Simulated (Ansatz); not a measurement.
Band structure of RbNa2NiO2 (I4/mmm, 6 atoms in the cell).

```
CELL_PARAMETERS angstrom
     -2.34685     2.34685     4.90383
      2.34685    -2.34685     4.90383
      2.34685     2.34685    -4.90383
ATOMIC_POSITIONS crystal
  Rb 0.00000 0.00000 0.00000
  Na 0.25000 0.75000 0.50000
  Na 0.75000 0.25000 0.50000
  Ni 0.50000 0.50000 0.00000
  O  0.68288 0.68288 0.00000
  O  0.31712 0.31712 0.00000
```
Moments meant for the start (each program seeds them in its own way; μB, in the order of the atoms Rb Na Na Ni O O): 0.0 0.0 0.0 2.0 0.0 0.0.

Method: LDA (PW92), PAW files made with PBE (plane waves; Ansatz, a quantum-chemistry and plane-wave program).

Settings: basis.ecutwfc = 420 eV; kpoints.mp_grid.grid = 5 5 5; hamiltonian.xc = lda; hamiltonian.pseudopotentials = {kind: paw} (an earlier, softer set of the program's PAW files); magnetization.spin_polarized = true; scf.occupations.method = fermi_dirac; scf.occupations.width = 0.1 eV; kpoints.band_path.npoints = 8.

The starting cell comes from a database of computed structures (which also holds hypothetical and non-ambient phases and stackings), without a prior relaxation at this level. Its lattice was rescaled by a random factor within 2.5 % of one. With one magnetic atom in the cell only a parallel order is possible.

Levels in eV from the Fermi level, bands 26 to 33 of the first spin channel:
```csv
point,26,27,28,29,30,31,32,33
Γ,-1.66,-1.52,-0.93,-0.93,0.97,3.27,5.60,5.60
X,-1.53,-1.38,-1.08,-0.61,3.12,3.15,3.32,4.26
Y,-1.47,-1.41,-1.04,-0.61,2.73,3.21,3.38,3.94
S,-1.46,-1.40,-0.83,-0.73,1.68,3.10,3.29,4.17
Z,-1.69,-1.51,-0.61,-0.61,2.80,2.82,2.85,5.48
S1,-1.46,-1.40,-0.83,-0.73,1.68,3.10,3.29,4.17
N,-1.39,-1.39,-0.87,-0.77,1.43,3.21,3.28,3.99
P,-1.52,-1.38,-0.81,-0.81,3.22,3.22,3.66,4.31
Y1,-1.47,-1.41,-1.04,-0.61,2.73,3.21,3.38,3.94
```

Bands cross the Fermi level along this path, so the cell is metallic at this level.

The net moment of the cell came out as 1.00 μB.

Keys are those of Ansatz 0.2.
